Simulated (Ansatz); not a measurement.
**What pressure 5 GPa does to Cd2SnO4**

The reference is Cd₂SnO₄ (space group Pbam, No. 55; a = 5.571 Å, b = 9.929 Å, c = 3.199 Å).

Now apply this change: a hydrostatic pressure of 5 GPa.

Computed with Ansatz (a first-principles code), PBEsol, PAW, cutoff 420 eV, without spin-orbit coupling. k-mesh 5×3×8 (Γ-centred); smearing 0.05 eV (Fermi–Dirac).

```json
[
 {"quantity": "volume per atom", "base": "12.64 Å³", "changed": "12.25 Å³", "shift": "-0.39 Å³"},
 {"quantity": "density", "base": "7.65 g/cm³", "changed": "7.89 g/cm³", "shift": "+0.246 g/cm³"},
 {"quantity": "shortest interatomic distance", "base": "2.061 Å", "changed": "2.045 Å", "shift": "-0.0153 Å"},
 {"quantity": "enthalpy H = E + PV relative to the base's energy", "base": "–", "changed": "+0.39 eV/atom", "shift": "–"},
 {"quantity": "band gap (an upper bound: an edge found on the path is not a true extremum; the changed cell)", "base": "0.48 eV", "changed": "0.59 eV", "shift": "+0.11 eV"}
]
```

Final structure:

```
Cd2SnO4
1.0
    5.53430     0.00000     0.00000
    0.00000     9.76772     0.00000
    0.00000     0.00000     3.17180
Cd Sn O
4 2 8
Direct
  0.06185   0.32360   0.50000
  0.93815   0.67640   0.50000
  0.56185   0.17640   0.50000
  0.43815   0.82360   0.50000
  0.00000   0.00000   0.00000
  0.50000   0.50000   0.00000
  0.13532   0.80515   0.00000
  0.86468   0.19485   0.00000
  0.63532   0.69485   0.00000
  0.36468   0.30515   0.00000
  0.26252   0.54002   0.50000
  0.73748   0.45998   0.50000
  0.76252   0.95998   0.50000
  0.23748   0.04002   0.50000
```

Load acts through the strain it causes; cell and atoms are relaxed under it. Whether these cells are dynamically stable was not tested. No other phases were tried under pressure.
